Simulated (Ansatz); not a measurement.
The parent structure is BaHfO$_{3}$ in the cubic perovskite structure (space group Pm-3m, No. 221; a = 4.158 Å).

Perturbation: a hydrostatic pressure of 1.5 GPa.

Levels (all Ansatz, an electronic-structure program, PAW): PBEsol (420 eV, no spin-orbit coupling); PBEsol+SOC (420 eV, spin-orbit coupling included).

The geometry is relaxed with PBEsol.

- PBEsol band gap = 3.60 eV
- PBEsol gap character = indirect, R → Γ

**Question.** Predict the hole mass, valence-band top at Γ, band gap and gap character from PBEsol+SOC.

**Answer.** The hole mass (degenerate bands, along [100]) comes out as 0.28, 0.91 mₑ (at Γ); the valence-band top at Γ (three highest Kramers pairs, from the VBM) comes out as 0.00, 0.00, -0.23 eV; the band gap decreases by 0.10 eV (3.60 eV → 3.50 eV); the gap character goes from indirect, R → Γ to direct at Γ.

Single points use the geometry relaxed with PBEsol. The spin-orbit shifts are approximate. With Hf present, leaving out spin-orbit coupling can change the band edges. Load acts through the strain it causes; cell and atoms are relaxed under it. Effective masses come from finite differences of ±0.01 Å⁻¹. Whether these cells are dynamically stable was not tested. The base started in P4mm and relaxed to Pm-3m at this level.
